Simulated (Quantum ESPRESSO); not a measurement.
A working Quantum ESPRESSO input for LaNO4 (Pnma, 24 atoms in the cell) (DFT, PBEsol, plane waves, GBRV 1.5 ultrasoft (PBESOL) pseudopotentials):

```fortran
&control
 calculation = 'scf',
 prefix = 'lano4',
 outdir = './work',
 pseudo_dir = './',
 tprnfor = .true.,
 tstress = .true.,
/
&system
 ibrav = 0,
 celldm(1) = 13.8016903402,
 nat = 24,
 ntyp = 3,
 ecutwfc = 40,
 ecutrho = 200,
 occupations = 'fixed',
 nbnd = 84,
/
&electrons
 conv_thr = 1.0d-10,
 mixing_beta = 0.7,
/
ATOMIC_SPECIES
La   138.9055  la_pbesol_v1.uspp.F.UPF
N     14.0070  n_pbesol_v1.2.uspp.F.UPF
O     15.9990  o_pbesol_v1.2.uspp.F.UPF
CELL_PARAMETERS alat
   1.0000000000     0.0000000000     0.0000000000
   0.0000000000     0.7721296796     0.0000000000
   0.0000000000     0.0000000000     1.3114914138
ATOMIC_POSITIONS crystal
La    0.6836900000    0.2500000000    0.3324500000
La    0.3163100000    0.7500000000    0.6675500000
La    0.8163100000    0.7500000000    0.8324500000
La    0.1836900000    0.2500000000    0.1675500000
N     0.7052800000    0.2500000000    0.6651200000
N     0.2947200000    0.7500000000    0.3348800000
N     0.7947200000    0.7500000000    0.1651200000
N     0.2052800000    0.2500000000    0.8348800000
O     0.6691600000    0.4443600000    0.6041800000
O     0.3308400000    0.5556400000    0.3958200000
O     0.8308400000    0.5556400000    0.1041800000
O     0.1691600000    0.4443600000    0.8958200000
O     0.1691600000    0.0556400000    0.8958200000
O     0.8308400000    0.9443600000    0.1041800000
O     0.3308400000    0.9443600000    0.3958200000
O     0.6691600000    0.0556400000    0.6041800000
O     0.7796500000    0.2500000000    0.7847800000
O     0.2203500000    0.7500000000    0.2152200000
O     0.7203500000    0.7500000000    0.2847800000
O     0.2796500000    0.2500000000    0.7152200000
O     0.9752100000    0.2500000000    0.3282000000
O     0.0247900000    0.7500000000    0.6718000000
O     0.5247900000    0.7500000000    0.8282000000
O     0.4752100000    0.2500000000    0.1718000000
K_POINTS automatic
3 4 2  0 0 0
```

The run converged in 17 iterations: free energy E − TS -13677.7111 eV; top of the valence band (on the code's own zero) 4.88 eV; gap on the k-point mesh 1.35 eV; pressure -2.95 GPa; largest force (vector length) 0.668 eV/Å. Each of these slips is then made, one at a time:

(1)
```diff
- ntyp = 3,
+ ntyp = 4,
```

(2)
```diff
-N     14.0070  n_pbesol_v1.2.uspp.F.UPF
+N     14.0070  n_pbe_v1.2.uspp.F.UPF
```

Question: How does each altered input end?

Answer: 
(1) A species count that does not match the list of species. The program stopped before any SCF iteration.
```
Error in routine  card_atomic_species (5010):
cannot read atomic specie from: CELL_PARAMETERS alat
```

(2) Potentials made for another functional. The program stopped before any SCF iteration.
```
Error in routine set_dft_from_name (4):
conflicting values for igcx
```

The starting cell comes from a database of computed structures (which also holds hypothetical and non-ambient phases and stackings), without a prior relaxation at this level.

Left out of this page: 3 runs of the series outside the window shown, repeating another row's setting, or not comparable.
